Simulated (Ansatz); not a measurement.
We consider Si (P6₃/mmc, No. 194; start mp-165; another form than the element's usual one), described by r²SCAN0 (Ansatz, a quantum-chemistry and plane-wave program, PAW).

From the output:

```
WARN output.stress: scf.exx.energy_threshold = 1e-6 eV is looser than the 4e-8 eV advised for a stress under a hybrid functional (1e-8 eV for each atom of the …
Crystal: 4 atoms, lattice volume = 80.115 Å³
Basis set: ecut = 520 eV, 2153 PW (Γ), exchange–correlation on 90×90×144 points (27 copies of the dense FFT grid, shifted against one another)
Bands: 12, of which v1, the nominal top of the filled ones, is band 8 counted from 1 (7 counted from 0)
Symmetry: 24 space group operations
Space group: P63/mmc (ITA 194), of the structure as read, at distance tolerance 4.3e-5 Å
k-points: 36 of 324
Initial density: superposition of atomic densities (chi_scale 0.1, normalization cell)
Functional: x = r2scan, c = r2scan; τ floored in thin density (d = 2e-4 eV/Å³), warm-up for x = 0.75 r2scan + 0.25 exact, c = r2scan; τ floored in thin density (d = 2e-4 eV/Å³)
SCF iter   1: F=—  HF=-2556.170285 eV  |F-HF|=—  |Δ(HF+E_count)|=         —  Δρ=4.60e-2  dr2=1.47e0  dr2_τ=2.67e-2
SCF iter   2: F=—  HF=-2556.165568 eV  |F-HF|=—  |Δ(HF+E_count)|=   4.72e-3  Δρ=2.25e-2  dr2=3.14e-1  dr2_τ=8.70e-4
  ...
Crystal: 4 atoms, lattice volume = 80.115 Å³
Initial density: handed on by an earlier stage of this run
Functional: x = 0.75 r2scan + 0.25 exact, c = r2scan; τ floored in thin density (d = 2e-4 eV/Å³)
Crystal: 4 atoms, lattice volume = 80.115 Å³
SCF iter   3: F=—  HF=-2555.523366 eV  |F-HF|=—  |Δ(HF+E_count)|=   2.33e-8  Δρ=2.14e-6  dr2=1.66e-9  dr2_τ=3.16e-11
SCF iter   4: F=-2555.523366 eV  HF=-2555.523366 eV  |F-HF|=2.14e-10  |Δ(HF+E_count)|=  5.08e-10  Δρ=8.10e-7  dr2=2.44e-10  dr2_τ=5.19e-12
SCF 3 converged in 4 iterations: F = -2555.523366 eV  dr2 = 2.44e-10
Free energy (F): -2555.523366 eV
Internal energy: -2555.523366 eV  (E = F + TS)
E sigma→0 (E₀):  -2555.523366 eV
Fermi energy:    6.689698 eV
--- Forces (eV/Å), atoms counted from 1 ---
  atom   1  Si    -0.00000000    -0.00000000    -0.00111618
  atom   2  Si     0.00000000     0.00000000     0.00111618
  atom   3  Si     0.00000000     0.00000000    -0.00111618
  atom   4  Si    -0.00000000    -0.00000000     0.00111618
--- Stress (GPa, compression-positive) ---
       -0.386812      -0.000000       0.000000
       -0.000000      -0.386812       0.000000
        0.000000       0.000000      -0.304480
  P = ⅓ Tr σ = -0.3594 GPa (-3.594 kbar)
```

**Question.** Write an input file that produces this run.

**Answer.** Several could match; the one computed here: 
Ansatz 0.2 input:
```yaml
crystal:
  lattice:
    - [3.8246900261, 0.0, 0.0]
    - [-1.9123450131, 3.3122787242, 0.0]
    - [0.0, 0.0, 6.3239720589]
  atoms:
    - { symbol: Si, position: [0.3333333333, 0.6666666667, 0.0629989851] }
    - { symbol: Si, position: [0.6666666667, 0.3333333333, 0.9370010149] }
    - { symbol: Si, position: [0.6666666667, 0.3333333333, 0.5629989851] }
    - { symbol: Si, position: [0.3333333333, 0.6666666667, 0.4370010149] }
basis:
  ecutwfc: 520
  ecutrho_ratio: 4
  xc_grid: 3
kpoints:
  mp_grid: { grid: [9, 9, 4] }
  band_path: { path: [[0, 0, 0], [0.0, 0.5, 0.0]], npoints: 1 }
hamiltonian:
  xc: r2scan0
  dispersion: none
  pseudopotentials: { azcp: { folder: ./paw }, kind: paw }
scf:
  occupations: { method: fermi_dirac, width: 0.01 }
  convergence: { dr2_threshold: 0.0000000004 }
output:
  forces: true
  stress: true
  eigenvalues: true
  write_bands: true
```

The PAW data were made under PBE.

Note: cell and atoms aren't relaxed at this level (pressure -0.4 GPa).

It cost around 100 core-seconds (rough) of CPU time.

A start named mp-… is a Materials Project structure, which can be a computed phase never made.
